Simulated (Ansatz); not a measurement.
Worked example: self-consistent single point of Rb (Im-3m, 1 atom in the cell) in Ansatz (a first-principles code).

Method of the run: LDA (PW92), harder PAW files (source: ansatz) made with PBE (plane waves; Ansatz).

```
Rb
1.0
   -2.83347     2.83347     2.83347
    2.83347    -2.83347     2.83347
    2.83347     2.83347    -2.83347
Rb
1
Cartesian
  0.00000   0.00000   0.00000
```

Reference input (self-consistent single point, DFT, LDA (PW92), plane waves, default PAW files made with PBE): basis.ecutwfc = 420 eV; kpoints.mp_grid.grid = 8 8 8; hamiltonian.xc = lda; hamiltonian.pseudopotentials = {kind: paw} (the program's default PAW files); scf.occupations.method = fermi_dirac; scf.occupations.width = 0.1 eV. This run's input differs from it in these lines:

Ansatz 0.2 input:
```diff
@@ -8,3 +8,3 @@
 basis:
-  ecutwfc: 420.0
+  ecutwfc: 275.0
 kpoints:
@@ -13,3 +13,3 @@
   xc: lda
-  pseudopotentials: { kind: paw }
+  pseudopotentials: { kind: paw, source: ansatz }
 scf:
```

Log, with long lists cut:

```
SCF iter   1: F=—  HF=-3176.205731 eV  |F-HF|=—  |Δ(HF+E_count)|=         —  Δρ=2.66e-3  dr2=1.63e-2  ethr=3.10e-3  ⟨swp⟩=6.3  Hψ=1958  notcnv=0
all-band conjugate gradients solve this SCF's bands
preconditioner: auto → Kerker (q_TF=auto, 1.855 Å⁻¹)
SCF iter   2: F=—  HF=-3176.202649 eV  |F-HF|=—  |Δ(HF+E_count)|=   3.08e-3  Δρ=1.76e-3  dr2=8.02e-3  ethr=1.81e-4  ⟨swp⟩=1.1  Hψ=495  notcnv=0
SCF iter   3: F=—  HF=-3176.199672 eV  |F-HF|=—  |Δ(HF+E_count)|=   2.98e-3  Δρ=5.08e-4  dr2=5.40e-4  ethr=8.91e-5  ⟨swp⟩=2.0  Hψ=363  notcnv=0
SCF iter   4: F=—  HF=-3176.199704 eV  |F-HF|=—  |Δ(HF+E_count)|=   3.15e-5  Δρ=7.95e-5  dr2=5.79e-6  ethr=6.00e-6  ⟨swp⟩=1.9  Hψ=329  notcnv=0
SCF iter   5: F=—  HF=-3176.199708 eV  |F-HF|=—  |Δ(HF+E_count)|=   3.94e-6  Δρ=2.06e-5  dr2=6.70e-7  ethr=6.43e-8  ⟨swp⟩=1.7  Hψ=284  notcnv=0
SCF iter   6: F=-3176.199709 eV  HF=-3176.199709 eV  |F-HF|=3.61e-8  |Δ(HF+E_count)|=   1.01e-6  Δρ=4.14e-6  dr2=2.13e-8  ethr=1.11e-9  ⟨swp⟩=6.1  Hψ=1385  notcnv=0
SCF 1 converged in 6 iterations: F = -3176.199709 eV  dr2 = 2.13e-8
Free energy (F): -3176.199709 eV
Internal energy: -3176.166271 eV  (E = F + TS)
E sigma→0 (E₀):  -3176.182990 eV
Entropy (-TS):   -0.033438 eV (-33.438 meV/atom)
Fermi energy:    1.718890 eV
--- Forces (eV/Å), atoms counted from 1 ---
  atom   1  Rb     0.00000000    -0.00000000    -0.00000000
--- Stress (GPa, compression-positive) ---
       -0.408608       0.000000       0.000000
        0.000000      -0.408608       0.000000
        0.000000       0.000000      -0.408608
  P = ⅓ Tr σ = -0.4086 GPa (-4.086 kbar)
  The stress holds the Pulay correction. Without it, at fixed plane waves, as pw.x and ABINIT print it: P = -0.6065 GPa
```

The run converged in 6 iterations. Against the reference run the pressure stays at -0.41 GPa.

The starting cell has typed, rounded lattice constants, without a prior relaxation at this level. Its lattice was rescaled by up to half a per cent. Ansatz's pressure includes its estimate of the finite-basis (Pulay) stress. The cutoff lies below the one recommended for these files.
